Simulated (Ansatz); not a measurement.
Reference: CsLaS$_{2}$ (R-3m), PBEsol, rigid bands (plane waves, PAW, scalar-relativistic; Ansatz, a first-principles code); geometry: cell and atoms relaxed with PBEsol.

```yaml
crystal:
  lattice:
    - [2.14248, 1.23696, 7.92635]
    - [-2.14248, 1.23696, 7.92635]
    - [0.00000, -2.47393, 7.92635]
  atoms:
    - { symbol: Cs, position: [0.00000, 0.00000, 0.00000] }
    - { symbol: La, position: [0.50000, 0.50000, 0.50000] }
    - { symbol: S, position: [0.22948, 0.22948, 0.22948] }
    - { symbol: S, position: [0.77052, 0.77052, 0.77052] }
```

| Quantity | Value |
|---|---|
| band gap | 2.36 eV |
| electron conductivity mass | 0.59 mₑ |
| hole conductivity mass | 1.43 mₑ |
| Seebeck coefficient, n-type 1e19 cm⁻³ | -338 μV/K |

Swap Cs for Rb, keeping the structure type. How do these values move?

RbLaS₂ (R-3m): volume per atom 31.5 to 29.7 Å³; band gap rises (2.36 eV to 2.52 eV); electron conductivity mass rises (0.59 mₑ to 0.68 mₑ); hole conductivity mass rises (1.43 mₑ to 1.56 mₑ); Seebeck coefficient, n-type 1e19 cm⁻³ rises in size (-338 μV/K to -357 μV/K).

Swap La for Lu, keeping the structure type. How do these values move?

CsLuS2 (R-3m): volume per atom 31.5 to 26.7 Å³; band gap falls (2.36 eV to 1.85 eV); electron conductivity mass falls (0.59 mₑ to 0.44 mₑ); hole conductivity mass falls (1.43 mₑ to 0.81 mₑ); Seebeck coefficient, n-type 1e19 cm⁻³ falls in size (-338 μV/K to -308 μV/K).

Moves up to 5 % count as about the same. Masses are for dilute carriers at 300 K, harmonic means over directions unless an axis is named. Seebeck coefficients are for the stated density at 300 K, with one relaxation time for all states and whether or not that doping can be reached. Spin-orbit coupling is left out.

Formula and space group known from diffraction (Crystallography Open Database), not checked to be the room-temperature form: RbLaS2 (R-3m). Computed structure with no diffraction record at hand here (it may be known, metastable or hypothetical): CsLaS2 (R-3m), CsLuS2 (R-3m). The missing spin-orbit coupling matters most for CsLuS2 (R-3m).
